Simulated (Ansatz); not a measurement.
Consider SnS₂ in the rutile structure (space group P4_2/mnm, No. 136; a = 6.0706 Å, c = 3.7875 Å; a hypothetical phase, not in the database extracts checked).

It is then changed as follows: a hydrostatic pressure of 1.8 GPa.

Levels (all Ansatz, an electronic-structure program, PAW, earlier PAW set): PBEsol (420 eV, without spin-orbit coupling); HSE06 (420 eV, scalar-relativistic without spin-orbit coupling); PBEsol+SOC (420 eV, spin-orbit coupling included).

One geometry, relaxed with PBEsol, under each level:

| level | band gap | pressure |
|---|---|---|
| PBEsol | zero | 1.8 GPa |
| HSE06 | ? | – |
| PBEsol+SOC | zero | 1.8 GPa |

Task: Give the withheld HSE06 results.

Result: 
- HSE06, band gap: 0.23 eV

Single points use the geometry relaxed with PBEsol. The hybrid gap comes from the SCF mesh plus the semilocal run's edge points and a few special points and is an upper bound. The spin-orbit shifts are approximate. Load acts through the strain it causes; cell and atoms are relaxed under it. Stability against distortions was not tested. The runs without spin-orbit coupling are not spin-polarised. Gaps under 0.05 eV, about the width of the smearing, are given as zero. The zero or small gap of SnS2 can change with the level of theory.
